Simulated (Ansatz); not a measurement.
Amorphous As$_{24}$Sb$_{24}$

It comes from a melt-quench run on a machine-learned potential (CHGNet), relaxed afterwards by DFT. The hot cell started wider than the set density and was brought back towards it in steps. It is the lowest in DFT energy of 3 quenches. It is a model cell: composition and starting density were chosen by hand, and all elements were melted together. The geometry includes D3(BJ) dispersion.

These are PBE-D3(BJ), scalar-relativistic without spin-orbit coupling (plane waves to 420 eV, PAW; Ansatz, a program for electronic structure) values and carry that method's errors. Geometry, pressure, stress and energy are those of the PBE run. Its sampling: a 2×2×2 Γ-centred mesh; Fermi-Dirac width 0.05 eV; no spin polarisation. The levels at the Fermi energy are partly filled. A closed spacing in one fast-quenched cell at PBE doesn't show the material to be a metal.

```json
{
 "number_of_atoms_in_the_cell": "48",
 "Density (volume relaxed, with D3(BJ))": "6.50 g/cm³",
 "volume_per_atom": "25.13 Å³",
 "Pressure on a 2×2×2 Γ-centred mesh": "0.63 GPa",
 "Largest force and stress component on that mesh (the relaxation ran on one k-point at (1/4, 1/4, 1/4))": "0.39 eV/Å and 0.9 GPa",
 "Gap on a 2×2×2 Γ-centred mesh (PBE)": "within the smearing (under twice its width)"
}
```

Neighbours within As-As 2.78 Å, As-Sb 3.02 Å, Sb-Sb 3.32 Å count as bonded.

```json
{
 "Mean coordination of As": "3.50 (1 with 2, 11 with 3, 11 with 4, 1 with 5)",
 "Mean coordination of Sb": "4.25 (5 with 3, 8 with 4, 11 with 5)",
 "Mean As-Sb bond": "2.798 Å (spread 0.088 Å, 52 counted)",
 "Mean Sb-Sb bond": "3.056 Å (spread 0.115 Å, 25 counted)"
}
```

Its density started from a set value of 5.63 g/cm³. Cooling (nominally 53 K/ps over its main leg) ran many orders faster than in experiment, which tends to leave more defects and strain. Values belong to this one cell and scatter from quench to quench. Volume and shape were free in the relaxation. Stress components on the final sampling reach 0.9 GPa. On a 2×2×2 Γ-centred mesh force components of up to 0.39 eV/Å stay, since the relaxation ran on one k-point at (1/4, 1/4, 1/4).
